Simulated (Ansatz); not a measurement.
The reference is GaAs in the zinc blende structure (space group F-43m, No. 216; a = 5.659 Å). Axes: x, y, z lie along the cube axes.

Level of theory: plane-wave PAW DFT at the PBEsol level (Ansatz, a program for electronic structure, 420 eV), no spin-orbit coupling.

Before the change:

The electron mass is 0.025 mₑ (at Γ) and the valence-band top at Γ is 0.00, 0.00, 0.00 eV. The band gap is 0.42 eV.

One thing is altered: uniaxial strain ε_yy = −0.73 %, all other strain components held at zero, atoms relaxed at fixed cell.

Task: How does this affect the electron mass, valence-band top at Γ and band gap?

Result: The electron mass goes from 0.025 mₑ (at Γ) to 0.027 mₑ along y, 0.029 mₑ across (at Γ); the valence-band top at Γ (three highest levels, from the VBM) becomes 0.00, -0.04, -0.04 eV (base: 0.00, 0.00, 0.00 eV); the band gap grows by 0.03 eV, from 0.42 eV to 0.45 eV.

Masses are band curvatures over ±0.01 Å⁻¹ around the edge. Whether these cells are dynamically stable was not tested.
